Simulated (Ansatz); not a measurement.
B2O3 (model structure, started from the beta Ga2O3 type, C2/m, No. 12, 10 atoms in the cell), treated with LDA (Ansatz, an electronic-structure program, PAW).

Run with plane-wave cutoff 520 eV, 14×14×8 k mesh (along the axes of the cell as run), Fermi–Dirac smearing 0.01 eV, scalar-relativistic PAW data made under PBE.

Cell (relaxed at this level):

B₂O₃ is taken in the monoclinic space group C2/m (No. 12), Pearson symbol mS20. Conventional cell: a = 12.2535 Å, b = 2.3733 Å, c = 4.6435 Å, α = γ = 90.00°, β = 100.67°. B1 on 4i sees 4 O at 1.460–1.468 Å (tetrahedral). B2 on 4i has 5 O at 1.536–1.622 Å (square pyramidal). O1 on 4i sees 1 B at 1.468 Å and 2 B at 1.608 Å (trigonal pyramidal). O2 on 4i sees 1 B at 1.467 Å and 2 B at 1.622 Å (trigonal pyramidal). O3 on 4i is surrounded by 2 B at 1.460 Å and 1 B at 1.536 Å (trigonal planar). (Neighbours: up to the widest gap in distance over summed covalent radii, below 1.35, at either atom.)
(The calculation used a cell of 10 atoms; values per cell refer to that cell.)

Give the computed band gap, smallest direct gap on the k points sampled and Γ–Γ gap.


band gap: 6.09 eV (indirect)
smallest direct gap on the k points sampled: 6.42 eV
Γ–Γ gap: 7.01 eV

Note: the relaxation could raise the start's symmetry but not lower it, so the cell can be a saddle point.

The computed numbers hold no vibrational or temperature effects.

Computing time: around 120 core-seconds (rough).

A model structure was made by putting elements into a prototype or built by hand; it is no filed structure, need not be a known phase, and can be a saddle point held by its symmetry.
